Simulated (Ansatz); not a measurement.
Start from BP in the zinc blende structure (space group F-43m, No. 216; a = 4.5484 Å).

Structures relaxed with plane-wave PAW DFT at the PBE level (Ansatz, an electronic-structure program, 420 eV), spin-orbit coupling left out.

Base:

Simulated powder pattern, Co Kα, λ = 1.79026 Å (kinematic, ideal powder, no thermal factors, no anomalous dispersion; the 10 strongest lines at most, above 2 %, up to 2θ = 90°):

```json
[
 {"2θ (°)": "39.86", "I/Imax (%)": "100", "hkl": "(111)"},
 {"2θ (°)": "46.36", "I/Imax (%)": "24", "hkl": "(200)"},
 {"2θ (°)": "67.65", "I/Imax (%)": "42", "hkl": "(220)"},
 {"2θ (°)": "81.49", "I/Imax (%)": "36", "hkl": "(311)"},
 {"2θ (°)": "85.96", "I/Imax (%)": "6.1", "hkl": "(222)"}
]
```

Modification: an isotropic linear strain of −0.50 %, atoms relaxed at fixed cell.

Where do the lines fall after the change?


Simulated powder pattern, Co Kα, λ = 1.79026 Å (kinematic, ideal powder, no thermal factors, no anomalous dispersion; the 10 strongest lines at most, above 2 %, up to 2θ = 90°):

```json
[
 {"2θ (°)": "40.07", "d (Å)": "2.613", "I/Imax (%)": "100", "hkl": "(111)"},
 {"2θ (°)": "46.60", "d (Å)": "2.263", "I/Imax (%)": "25", "hkl": "(200)"},
 {"2θ (°)": "68.03", "d (Å)": "1.600", "I/Imax (%)": "42", "hkl": "(220)"},
 {"2θ (°)": "81.99", "d (Å)": "1.365", "I/Imax (%)": "36", "hkl": "(311)"},
 {"2θ (°)": "86.50", "d (Å)": "1.306", "I/Imax (%)": "6.2", "hkl": "(222)"}
]
```

The indices refer to the base's conventional cell; one index is shown for lines that coincide.

No phonon test of stability was made.
